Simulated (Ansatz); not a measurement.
The parent structure is WSi2 (space group I4/mmm, No. 139; a = 3.185 Å, c = 7.773 Å; relaxed with 0.1 eV smearing). Axes: x, y, z lie along a, b, c of the conventional cell.

The values are results of Ansatz (a quantum-chemistry and plane-wave program), LDA, PAW, cutoff 420 eV, no spin-orbit coupling, not measurements.

For the base:

| Quantity | Result |
|---|---|
| Shortest interatomic distance | 2.571 Å |

Modification: uniaxial strain ε_zz = −2.00 %, all other strain components held at zero; the atoms relax in the strained cell.

### Question
How does this affect the stress?

### Answer
The stress (xx, yy, zz, yz, xz, xy; compression positive) is (2.2, 2.2, 12.5, 0.0, 0.0, 0.0) GPa.

### Question
What does the calculation give for the shortest interatomic distance after the change?

### Answer
The shortest interatomic distance falls by 0.047 Å (2.571 Å → 2.524 Å).

No phonon test of stability was made. The final runs are not spin-polarised.
